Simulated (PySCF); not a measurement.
PySCF 2.14.0, HF/def2-svp, df: Hf(Br)2(I)2 ([Br][Hf]([Br])([I])[I]), 5 atoms. The geometry is a generated start, not checked to be a minimum at this level.

```yaml
task: energy
method: hf
basis: def2-svp
two_electron_scheme: density fitting
mol.max_memory: 3000 MB
mf.max_cycle: 100
mf.init_guess: minao (default)
mf.DIIS: CDIIS (default)
mf.diis_space: 8 (default)
mf.conv_tol: 1e-09 (default)
effective_core_potentials: those of the basis set, past Kr
basis_functions: 148
```

```xyz
5

Hf     0.0321    -0.0037     0.0104
Br     2.0219    -0.5917    -1.3707
Br     0.8255     0.3053     2.3553
I     -1.0721     2.3632    -0.9143
I     -1.8075    -2.0731    -0.0808
```

Charge 0 and multiplicity 1 are set for this test and not shown to be the ground state.

One run each on 2 threads, 1 BLAS thread. Values of level_shift (Hartree) tried: 0 (default), 0.1, 0.3, 1.

How does the count of Fock builds change with level_shift (Hartree), and where is it least?

Fewest Fock builds, within one of each other: 0 (default) with 14, 0.1 with 15. The count rises to 29 at 1. All converge to one solution.

| level_shift (Hartree) | Fock builds | end |
|---|---|---|
| 0 (default) | 14 | same solution |
| 0.1 | 15 | same solution |
| 0.3 | 17 | same solution |
| 1 | 29 | same solution |
